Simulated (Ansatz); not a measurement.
**Alloy series in ZnO**

Start from ZnO in the wurtzite structure (space group P6_3mc, No. 186; a = 3.280 Å, c = 5.294 Å).

The other end (x = 1) is ZnS in the wurtzite structure (space group P6_3mc, No. 186): 20.19 Å³/atom, gap 2.07 eV.

S replaces a fraction x of O; each row is one arrangement (x, atoms in the cell, starting space group or random), fully relaxed.

Calculations: PBE, PAW, 420 eV (Ansatz, a first-principles code; without spin-orbit coupling), earlier PAW set.

For the base:

| Item | Result |
|---|---|
| Band gap | 0.74 eV |

Q: The aim is a band gap between 0.35 eV and 0.42 eV. Which of these changes reaches it?
(A) x(S) = 0.667, 12 atoms, Cm
(B) x(S) = 0.333, 12 atoms, P31m
(C) x(S) = 0.333, 12 atoms, P3m1
(D) x(S) = 0.833, 12 atoms, P31m

A: A, x(S) = 0.667, 12 atoms, Cm. It gives 0.38 eV; x(S) = 0.333, 12 atoms, P31m gives 0.61 eV; x(S) = 0.333, 12 atoms, P3m1 gives zero; x(S) = 0.833, 12 atoms, P31m gives 1.41 eV. Changes not listed may reach it too

These are small ordered cells, not random alloys; other orderings at the same x differ. Stability against distortions was not tested. All final runs are without spin polarisation. The zero or small gap of Zn3SO2 can change with the level of theory.
